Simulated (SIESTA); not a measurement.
Worked example: self-consistent single point of Mg6CuBi (Amm2, 8 atoms in the cell) in SIESTA

Computed with GGA PBEsol, numerical atomic orbitals TZP, PseudoDojo PBEsol standard norm-conserving potentials (rewritten from UPF to PSML) (SIESTA 5.4.2).

This input was run:

```
# files in the folder: Mg.psml Cu.psml Bi.psml (PseudoDojo PBEsol standard)
SystemName  Mg6CuBi
SystemLabel Mg6CuBi

NumberOfAtoms                8
NumberOfSpecies              3
%block ChemicalSpeciesLabel
  1 12 Mg
  2 29 Cu
  3 83 Bi
%endblock ChemicalSpeciesLabel
LatticeConstant              1.0 Ang
%block LatticeVectors
     4.984870000    0.000000000    0.000000000
     0.000000000    3.245805000    5.457465000
     0.000000000   -3.245805000    5.457465000
%endblock LatticeVectors
AtomicCoordinatesFormat      ScaledCartesian
%block AtomicCoordinatesAndAtomicSpecies
     2.492435000    1.612191343    6.378794241  1
     2.492435000   -1.612191343    6.378794241  1
     0.000000000    1.758382401    4.531442339  1
     0.000000000   -1.758382401    4.531442339  1
     0.000000000   -0.000000000    7.325555270  1
     0.000000000   -0.000000000    1.741367932  1
     2.492435000   -0.000000000    9.125318077  2
     2.492435000   -0.000000000    3.646896412  3
%endblock AtomicCoordinatesAndAtomicSpecies

XC.functional                GGA
XC.authors                   PBEsol
PAO.BasisSize                TZP
PAO.EnergyShift              0.01 Ry
MeshCutoff                   350 Ry
%block kgrid.MonkhorstPack
    4   0   0  0.0
    0   3   0  0.0
    0   0   3  0.0
%endblock kgrid.MonkhorstPack
OccupationFunction           MP
OccupationMPOrder            0
ElectronicTemperature        1578.21 K

MaxSCFIterations             150
SCF.Mixer.Method             Broyden
SCF.Mixer.Weight             0.25
SCF.Mixer.History            8
SCF.DM.Tolerance             1.0E-04
Diag.ParallelOverK           true
WriteForces                  true
```

Output, abridged:

```
reinit: Reading from file input.fdf

reinit: System Name: Mg6CuBi
reinit: System Label: Mg6CuBi

coor:   Atomic-coordinates input format  =     Cartesian coordinates
coor:                                          (in units of alat)

siesta: Atomic coordinates (Bohr) and species
siesta:      4.71002   3.04660  12.05417  1        1
siesta:      4.71002  -3.04660  12.05417  1        2
siesta:      0.00000   3.32286   8.56318  1        3
siesta:      0.00000  -3.32286   8.56318  1        4
siesta:      0.00000  -0.00000  13.84329  1        5
siesta:      0.00000  -0.00000   3.29071  1        6
siesta:      4.71002  -0.00000  17.24435  2        7
siesta:      4.71002  -0.00000   6.89164  3        8

siesta: System type = bulk

initatomlists: Number of atoms, orbitals, and projectors:      8   107    98

siesta: ******************** Simulation parameters ****************************
redata: Spin configuration                          = none
redata: Time-Reversal Symmetry                      = T
redata: Number of Atomic Species                    =        3
redata: Mesh Cutoff                                 =   350.0000 Ry
redata: Net charge of the system                    =     0.0000 |e|
redata: Min. number of SCF Iter                     =        0
redata: Max. number of SCF Iter                     =      150
redata: SCF convergence failure will abort job
redata: SCF mix quantity                            = Hamiltonian
redata: Mix DM or H after convergence               =   F
redata: Recompute H after scf cycle                 =   F
redata: Mix DM in first SCF step                    =   T
redata: No kicks to SCF
redata: DM Mixing Weight for Kicks                  =     0.5000
redata: Require Harris convergence for SCF          =   F
redata: Harris energy tolerance for SCF             =     0.000100 eV
redata: Require DM convergence for SCF              =   T
   [... lines left out ...]
diag: Used triangular part                          = Lower
diag: Absolute tolerance                            =  0.100E-15
diag: Orthogonalization factor                      =  0.100E-05
diag: Memory factor                                 =  1.0000

superc: Internal auxiliary supercell:     5 x     3 x     3  =      45
superc: Number of atoms, orbitals, and projectors:    360   4815   4410

                        Single-point calculation

superc: Internal auxiliary supercell:     5 x     3 x     3  =      45
superc: Number of atoms, orbitals, and projectors:    360   4815   4410

outcell: Unit cell vectors (Ang):
        4.984870    0.000000    0.000000
        0.000000    3.245805    5.457465
        0.000000   -3.245805    5.457465

outcell: Cell vector modules (Ang)   :    4.984870    6.349738    6.349738
outcell: Cell angles (23,13,12) (deg):     61.4838     90.0000     90.0000
outcell: Cell volume (Ang**3)        :    176.6027
new_DM -- step:     1
Initializing Density Matrix...

Attempting to read DM from file... Failed...
DM filled with atomic data:

InitMesh: MESH = 60 x 64 x 64 = 245760
InitMesh: Mesh cutoff (required, used) =   350.000   363.653 Ry

stepf: Methfessel-Paxton step function
       Using Hermite-Gauss polynomials of order  0
        iscf     Eharris(eV)        E_KS(eV)     FreeEng(eV)     dDmax    Ef(eV) dHmax(eV)
   scf:    1   -15053.937208   -16397.366385   -16397.431279  2.995673 -0.236122186.136303
   scf:    2   -16341.426724   -16932.423548   -16932.464079  2.694833 -3.158438 94.858841
   scf:    3   -17068.853141   -17006.789325   -17006.807893  2.053721 -3.008391 59.957071
   scf:    4   -17065.388127   -17039.682068   -17039.708403  0.924262 -3.032591 31.974274
   scf:    5   -17058.042440   -17050.241640   -17050.267630  0.446390 -2.959931 13.308705
   scf:    6   -16811.444327   -16978.358599   -16978.412712  1.050747 -2.036514 63.227292
   [... 10 lines left out ...]
   scf:   17   -17053.069642   -17053.069862   -17053.092401  0.002975 -2.905749  0.034640
   scf:   18   -17053.069881   -17053.069878   -17053.092418  0.000621 -2.906132  0.002312
   scf:   19   -17053.069869   -17053.069873   -17053.092418  0.000060 -2.906191  0.001738
   scf:   20   -17053.069871   -17053.069872   -17053.092418  0.000039 -2.906232  0.001286
   scf:   21   -17053.069871   -17053.069871   -17053.092418  0.000022 -2.906257  0.000912
SCF Convergence by DM+H criterion
max |DM_out - DM_in|         :     0.0000217784
max |H_out - H_in|      (eV) :     0.0009119055
SCF cycle converged after 21 iterations

Using DM_out to compute the final energy and forces

siesta: E_KS(eV) =           -17053.0699

siesta: E_KS - E_eggbox =    -17053.0699

siesta: Atomic forces (eV/Ang):
     1   -0.000000    0.005154    0.046439
     2   -0.000000   -0.005154    0.046439
     3    0.000000   -0.227577   -0.183996
     4    0.000000    0.227577   -0.183996
     5    0.000000    0.000000   -0.017938
     6    0.000000   -0.000000    0.263898
     7   -0.000000   -0.000000   -0.018016
     8   -0.000000   -0.000000    0.004579
   Tot    0.000000   -0.000000   -0.042591
   Max    0.263898
   Res    0.101236    sqrt( Sum f_i^2 / 3N )
   Max    0.263898    constrained

Stress tensor Voigt[x,y,z,yz,xz,xy] (kbar):       19.88        4.40       11.22       -0.00        0.00        0.00
(Free)E + p*V (eV/cell)   -17054.3971
Target enthalpy (eV/cell)   -17053.0924

siesta: Program's energy decomposition (eV):
siesta: Ebs     =     -3716.631637
siesta: Eions   =     20582.544088
siesta: Ena     =      1224.895671
siesta: Ekin    =      8928.139857
siesta: Enl     =     -4263.700620
siesta: Eso     =         0.000000
siesta: Edftu   =         0.000000
siesta: DEna    =       109.059544
siesta: DUscf   =         4.413069
siesta: DUext   =         0.000000
siesta: Ex      =     -2321.686805
siesta: Ec      =      -151.646500
siesta: Exc     =     -2473.333305
siesta: Eharris =    -17053.069871
siesta: Etot    =    -17053.069871
siesta: FreeEng =    -17053.092418

siesta: Atomic forces (eV/Ang):
siesta:      1   -0.000000    0.005154    0.046439
siesta:      2   -0.000000   -0.005154    0.046439
siesta:      3    0.000000   -0.227577   -0.183996
siesta:      4    0.000000    0.227577   -0.183996
siesta:      5    0.000000    0.000000   -0.017938
siesta:      6    0.000000   -0.000000    0.263898
siesta:      7   -0.000000   -0.000000   -0.018016
siesta:      8   -0.000000   -0.000000    0.004579
siesta: ----------------------------------------
siesta:    Tot    0.000000   -0.000000   -0.042591

siesta: Stress tensor (static) (eV/Ang**3):
siesta:     0.012411    0.000000    0.000000
siesta:     0.000000    0.002747   -0.000000
siesta:     0.000000   -0.000000    0.007005

siesta: Cell volume =        176.602650 Ang**3

siesta: Pressure (static):
siesta:                Solid            Molecule  Units
siesta:          -0.00008046         -0.00005074  Ry/Bohr**3
siesta:          -0.00738760         -0.00465844  eV/Ang**3
siesta:         -11.83623811         -7.46364638  kBar
```

The run converged in 21 iterations.

The starting cell comes from a database of computed structures (which also holds hypothetical and non-ambient phases and stackings), without a prior relaxation at this level. Spin polarisation is off. Values carry the incompleteness of an atom-centred basis.

Cost on one core of a shared machine: roughly 50 s.
